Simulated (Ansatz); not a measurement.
## Pressure series in Zr

Base system: Zr in the hcp (Mg type) structure (space group P6_3/mmc, No. 194; a = 3.2313 Å, c = 5.1732 Å).

Cell and atoms are relaxed at each pressure.

All numbers come from PBE, PAW, 420 eV (Ansatz, a quantum-chemistry and plane-wave program; scalar-relativistic without spin-orbit coupling).

Candidates:
(a) pressure 3 GPa
(b) pressure −2 GPa
(c) pressure 7 GPa
(d) pressure 75 GPa
(e) pressure 50 GPa

For the base:

- c/a ratio: 1.601

Task: Order them by c/a ratio, highest first.

Result: (d) pressure 75 GPa (1.779), (e) pressure 50 GPa (1.735), (c) pressure 7 GPa (1.611), (a) pressure 3 GPa (1.605), (b) pressure −2 GPa (1.599)

Load acts through the strain it causes; cell and atoms are relaxed under it. Stability against distortions was not tested. All final runs are without spin polarisation. Measured, Zr leaves this structure (for the ω phase) near 3 GPa (temperature not stated; as listed in C. Cazorla, D. Alfè, M. J. Gillan, Physical Review B (2008)).
